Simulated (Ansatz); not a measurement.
Results of LDA (Ansatz, a quantum-chemistry and plane-wave program, plane waves, PAW) for Ta2GeN (model structure, started from the MAX type, P6₃/mmc, No. 194, 8 atoms in the cell).

Numerical settings: plane-wave cutoff 520 eV, 24×24×4 k mesh (along the axes of the cell as run), Fermi–Dirac smearing 0.05 eV, scalar-relativistic PAW data made under PBE.

Cell (relaxed at this level):

Space group P6₃/mmc (No. 194); a = b = 3.2100 Å, c = 12.0409 Å, α = β = 90.00°, γ = 120.00°

| atom | site | symmetry | x | y | z |
|---|---|---|---|---|---|
| Ge | 2d | -6m2 | 0.6667 | 0.3333 | 0.2500 |
| Ta | 4f | 3m. | 0.3333 | 0.6667 | 0.0919 |
| N | 2a | -3m. | 0.0000 | 0.0000 | 0.0000 |

Predict the bulk modulus B0.


- bulk modulus B0: 244 GPa

The run finds no gap.

Note: the bulk modulus is −V dP/dV from two relaxed cells at ±2 % in volume; the relaxation could raise the start's symmetry but not lower it, so the cell can be a saddle point.

Spin–orbit coupling is not included; it can open a gap where bands touch, and shift volumes and moduli.

A model structure was made by putting elements into a prototype or built by hand; it is no filed structure, need not be a known phase, and can be a saddle point held by its symmetry.
